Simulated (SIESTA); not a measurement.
SIESTA run on Tc (P-1, 2 atoms in the cell): self-consistent single point.

Method: GGA PBEsol, numerical atomic orbitals DZP, PseudoDojo PBEsol standard norm-conserving potentials (rewritten from UPF to PSML) (SIESTA).

```
Tc
1.0
    2.73658     0.00000     0.00000
   -1.36829     2.36995     0.00000
    0.00000     0.00000     4.39490
Tc
2
Direct
  0.33168   0.66549   0.25249
  0.66832   0.33451   0.74751
```

Reference input (self-consistent single point, DFT, GGA PBE, numerical atomic orbitals DZP, PseudoDojo PBE standard norm-conserving potentials (rewritten from UPF to PSML)): XC.functional = GGA; XC.authors = PBE; potentials = PseudoDojo PBE standard; PAO.BasisSize = DZP; PAO.EnergyShift = 0.005 Ry; MeshCutoff = 300 Ry; kgrid.MonkhorstPack = 10 10 6; OccupationFunction = FD; ElectronicTemperature = 100 meV; MaxSCFIterations = 150; SCF.Mixer.Method = Broyden; SCF.Mixer.Weight = 0.25. This run's input differs from it in these lines:

```diff
@@ -1,2 +1,2 @@
-# files in the folder: Tc.psml (PseudoDojo PBE standard)
+# files in the folder: Tc.psml (PseudoDojo PBEsol standard)
 SystemName  Tc
@@ -22,3 +22,3 @@
 XC.functional                GGA
-XC.authors                   PBE
+XC.authors                   PBEsol
 PAO.BasisSize                DZP
```

Output, abridged:

```
        iscf     Eharris(eV)        E_KS(eV)     FreeEng(eV)     dDmax    Ef(eV) dHmax(eV)
   scf:    1    -4587.897976    -4614.142744    -4614.204806  0.879252 -6.355354  3.810300
   scf:    2    -4615.399448    -4614.824623    -4614.891180  0.125134 -6.753647  1.969360
   scf:    3    -4615.188031    -4615.068361    -4615.139892  0.127745 -7.188018  0.013323
   scf:    4    -4615.068684    -4615.068528    -4615.139964  0.001522 -7.185467  0.007094
   scf:    5    -4615.068787    -4615.068659    -4615.140001  0.001912 -7.185947  0.008288
   [... 4 lines left out ...]
   scf:   10    -4615.068685    -4615.068685    -4615.140008  0.000016 -7.188476  0.000195
   scf:   11    -4615.068685    -4615.068685    -4615.140008  0.000010 -7.188516  0.000136
   scf:   12    -4615.068684    -4615.068685    -4615.140008  0.000011 -7.188539  0.000100
   scf:   13    -4615.068684    -4615.068684    -4615.140008  0.000008 -7.188556  0.000084
SCF Convergence by DM+H criterion
max |DM_out - DM_in|         :     0.0000079829
max |H_out - H_in|      (eV) :     0.0000840117
SCF cycle converged after 13 iterations

Using DM_out to compute the final energy and forces

siesta: E_KS(eV) =            -4615.0687

siesta: E_KS - E_eggbox =     -4615.0687

siesta: Atomic forces (eV/Ang):
     1    0.018899    0.017956   -0.083657
     2   -0.018899   -0.017956    0.083657
   Tot    0.000000    0.000000   -0.000000
   Max    0.083657
   Res    0.050590    sqrt( Sum f_i^2 / 3N )
   Max    0.083657    constrained

Stress tensor Voigt[x,y,z,yz,xz,xy] (kbar):       18.15       20.88       29.46        0.48        0.47       -1.28
(Free)E + p*V (eV/cell)    -4615.5462
Target enthalpy (eV/cell)    -4615.1400

siesta: Program's energy decomposition (eV):
siesta: FreeEng =     -4615.140008

   [... lines left out ...]
siesta:     0.011331   -0.000797    0.000295
siesta:    -0.000797    0.013035    0.000298
siesta:     0.000295    0.000298    0.018387

siesta: Cell volume =         28.503354 Ang**3

siesta: Pressure (static):
siesta:                Solid            Molecule  Units
siesta:          -0.00015521         -0.00017688  Ry/Bohr**3
siesta:          -0.01425085         -0.01624031  eV/Ang**3
siesta:         -22.83237906        -26.01984372  kBar
```

The run converged in 13 iterations. Against the reference run the pressure goes from 7.14 to -2.28 GPa and the largest force goes from 0.102 to 0.088 eV/Å.

The starting cell comes from a database of computed structures (which also holds hypothetical and non-ambient phases and stackings), without a prior relaxation at this level. Its atoms were displaced at random from the sites of space group no. 194. Spin polarisation is off. Values carry the incompleteness of an atom-centred basis.
